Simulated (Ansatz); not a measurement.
An Ansatz (a first-principles code) input (plane-wave PAW DFT at the LDA level (Ansatz, 420 eV), no spin-orbit coupling):

Ansatz 0.2 input:
```yaml
crystal:
  lattice:
    - [0.0084490269, 2.9134575602, 2.9134575602]
    - [2.9134575602, 0.0084490269, 2.9134575602]
    - [2.9219065871, 2.9219065871, 0]
  atoms:
    - { symbol: In, position: [0, 0, 0] }
    - { symbol: P, position: [0.25, 0.25, 0.25] }
basis: { ecutwfc: 420, ecutrho_ratio: 4, xc_grid: 2, fft_grid_basis: typed }
kpoints: { mp_grid: { grid: [10, 10, 10] } }
hamiltonian:
  xc: lda
  dispersion: none
  pseudopotentials: { kind: paw }
scf: { occupations: { method: fermi_dirac, width: 0.05 }, convergence: { dr2_threshold: 0.0000000002 } }
relax: { f_tol: 0.005, max_steps: 50 }
output: { forces: true, stress: true }
checkpoint: { write: state.ck, write_every: 1000 }
```

Q: Which symmetry and how many k-points will the program report, and about how many plane waves at Γ?

A: Space group Imm2 (ITA 44) with 4 operations, k-points 171 of 1000, and 941 plane waves at Γ.

The cells carry an imposed strain or load. Whether these cells are dynamically stable was not tested. The cell was made from InP in the zinc blende structure (space group F-43m, No. 216) by this change: tensor shear ε_xy = +0.29 %.
